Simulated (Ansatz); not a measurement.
GaP under load (space group F-43m), r2SCAN with spin-orbit coupling, rigid bands (Ansatz, a quantum-chemistry and plane-wave program). Condition of this run: hydrostatic pressure of 2.8 GPa (compression positive) (the target of the relaxation). Band gap 1.75 eV, N_c = 3.97e19 cm⁻³ and N_v = 2.21e19 cm⁻³ at 300 K, conductivity masses of 0.338 mₑ (electrons) and 0.464 mₑ (holes). Take k_BT = 0.02585 eV.

**Question.** A film of it is 3 nm thick. Estimate the confinement energies in an infinite well.

**Answer.** ħ²π²/(2m t²) = 0.376 eV·nm²/(m/mₑ × t²) gives 124 meV for electrons and 90.0 meV for holes, so the gap would widen to about 1.96 eV. Finite barriers and nonparabolic bands lower this, and with several valleys or bands the heaviest mass along the normal sets the lowest level, not this average.

**Question.** What built-in voltage has an abrupt junction with N_A = 1e17 and N_D = 1e17 cm⁻³, all dopants ionised?

**Answer.** V_bi = E_g/e − (k_BT/e) ln(N_c N_v/(N_A N_D)) = 1.75 − 0.02585 × 11.38 = 1.46 V, for the computed gap.

**Question.** What thermal injection velocity √(2k_BT/πm) limits a ballistic channel?

**Answer.** 9.25e6 cm/s for electrons and 7.90e6 cm/s for holes, a ratio of √(m_h/m_e) = 1.17, for dilute carriers.

Rigid bands with the computed gap; masses take one relaxation time for all states. Geometry: cell and atoms relaxed with PBEsol.
